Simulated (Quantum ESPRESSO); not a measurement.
Troubleshooting Quantum ESPRESSO: a failed run on ZrSiRu (P-62m, 9 atoms in the cell). The aim is a self-consistent single point with DFT, PBEsol, plane waves, GBRV 1.5 ultrasoft (PBESOL) pseudopotentials.

Cell that was meant: a = 6.6647 Å, b = 6.6647 Å, c = 3.6790 Å, α = 90.00°, β = 90.00°, γ = 120.00°.

Part of the input:

```fortran
  celldm(3) = 0.55200537413
  nat = 9
  ntyp = 3
  ecutwfc = 40.0
  ecutrho = 320
  occupations = 'smearing'
  smearing = 'fermi-dirac'
[...]
Si    0.333333333    0.666666667    0.000000000
Ru    0.000000000    0.244290000    0.000000000
Ru    0.244290000    0.000000000    0.000000000
Ru    0,755710000    0,755710000    0,000000000
K_POINTS automatic
3 3 5  0 0 0
```

Output, abridged:

```
     This program is part of the open-source Quantum ESPRESSO suite
     for quantum simulation of materials; please cite

[eval_infix.c] A parsing error occurred
helper string:
0,755710000
error code:
Error: invalid token: ,

 %%%%%%%%%%%%%%%%%%%%%%%%%%%%%%%%%%%%%%%%%%%%%%%%%%%%%%%%%%%%%%%%%%%%%%%%%%%%%%
     Error in routine card_atomic_positions (1):
     Error while parsing atomic position card.
 %%%%%%%%%%%%%%%%%%%%%%%%%%%%%%%%%%%%%%%%%%%%%%%%%%%%%%%%%%%%%%%%%%%%%%%%%%%%%%

     stopping ...
```

Task: From the messages shown, name the fault and mend the input.

Result: The fault is decimal commas. The program does not read a comma as a decimal mark. To fix it, use decimal points. The program stopped before any SCF iteration.

An input that runs soundly differs in these lines (not the only fix; some lines may just follow from the change or write a value another way):
```diff
-  ecutwfc = 40.0
+  ecutwfc = 40
-Ru    0,755710000    0,755710000    0,000000000
+Ru    0.755710000    0.755710000    0.000000000
```

With that input, the run converged in 12 iterations: free energy E − TS -12373.9057 eV; Fermi level (on the code's own zero) 16.83 eV; pressure -1.97 GPa; largest force (vector length) 0.050 eV/Å (DFT, PBEsol, plane waves, GBRV 1.5 ultrasoft (PBESOL) pseudopotentials).

On the sound input: the starting cell comes from a database of computed structures (which also holds hypothetical and non-ambient phases and stackings), without a prior relaxation at this level. Its lattice was rescaled by a random factor within 2.5 % of one. Spin polarisation is off. Without a gap this mesh is coarse (it stands for a supercell whose shortest vector is 18 Å).
